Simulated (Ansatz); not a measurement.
# Several settings converged on the (001) slab of HfAu (cut from a parent of space group no. 129; 8 atoms in the cell)

```xyz
8
Lattice="3.4664 0.0000 0.0000 0.0000 3.4664 0.0000 0.0000 0.0000 24.7110" Properties=species:S:1:pos:R:3 pbc="T T T"
Hf     0.0000     1.7332    11.4221
Hf     1.7332     0.0000     7.0000
Au     0.0000     1.7332     8.4025
Au     1.7332     0.0000    10.0196
Hf     0.0000     1.7332    17.7110
Hf     1.7332     0.0000    13.2889
Au     0.0000     1.7332    14.6914
Au     1.7332     0.0000    16.3085
```

Base method: LDA (PW92), default PAW files made with PBE (plane waves; Ansatz, a first-principles code).

Base settings: basis.ecutwfc = 420 eV; kpoints.mp_grid.grid = 7 7 1; hamiltonian.xc = lda; hamiltonian.pseudopotentials = {kind: paw} (the program's default PAW files); scf.occupations.method = fermi_dirac; scf.occupations.width = 0.1 eV.

The count of work is k-points × plane waves × bands × iterations; it is no time. 

**The vacuum**

The mesh stays at the base's, so the ladder's end is converged at best in this setting alone.

Only quantities that move along the ladder and can be compared are tabulated.

| vacuum between outermost atoms (Å) | free energy less the last step's (meV/atom) | largest difference of a force vector from the last step's (eV/Å) | count of work / last |
|---|---|---|---|
| 3.0 | -278.29 | 2.054 | 0.34 |
| 4.0 | -119.02 | 1.057 | 0.36 |
| 5.0 | -38.75 | 0.521 | 0.38 |
| 6.0 | -8.26 | 0.152 | 0.41 |
| 7.0 | -1.40 | 0.030 | 0.43 |
| 8.0 | -0.16 | 0.005 | 0.46 |
| 10.0 | 0.02 | 0.000 | 0.51 |
| 12.0 | 0.01 | 0.000 | 0.56 |
| 14.0 | 0.00 | 0.000 | 0.61 |
| 17.0 | 0.00 | 0.000 | 0.68 |
| 20.0 | 0.00 | 0.000 | 0.75 |
| 25.0 | 0.00 | 0.000 | 0.88 |
| 30.0 | 0.00 | 0.000 | 1.0 |

Smallest vacuum between outermost atoms (Å) that holds the forces within 0.02 eV/Å of the last step, with all finer ones: 8.0; the step before is off by 0.030 eV/Å.

Smallest vacuum between outermost atoms (Å) that holds the free energy within 1 meV/atom of the last step, with all finer ones: 8.0; the step before is off by 1.4 meV/atom.

**The plane-wave cutoff**

The mesh stays at the base's, so the ladder's end is converged at best in this setting alone.

Only quantities that move along the ladder and can be compared are tabulated.

```tsv
basis.ecutwfc	free energy less the last step's (meV/atom)	largest difference of a force vector from the last step's (eV/Å)	count of work / last
210 eV	5476.23	0.383	0.15
250 eV	1170.65	0.146	0.18
295 eV	145.66	0.076	0.23
355 eV	4.93	0.003	0.28
420 eV	1.32	0.001	0.35
505 eV	0.46	0.000	0.46
630 eV	0.17	0.000	0.64
840 eV	0.00	0.000	1.0
```

Coarsest basis.ecutwfc that holds the forces within 0.005 eV/Å of the last step, with all finer ones: 355 eV, at 0.28 of the last step's count of work; the step before is off by 0.076 eV/Å.

Coarsest basis.ecutwfc that holds the free energy within 2 meV/atom of the last step, with all finer ones: 420 eV, at 0.35 of the last step's count of work; the step before is off by 4.9 meV/atom.

On the base run: the starting cell comes from a database of computed structures (which also holds hypothetical and non-ambient phases and stackings), without a prior relaxation at this level. The slab is cut from that crystal, and its faces are unrelaxed. Its lattice was rescaled by up to half a per cent. In the base run, forces exceed 1 eV/Å.

Left out of this page: 1 run of the series outside the window shown, repeating another row's setting, or not comparable.

Keys are those of Ansatz 0.2.
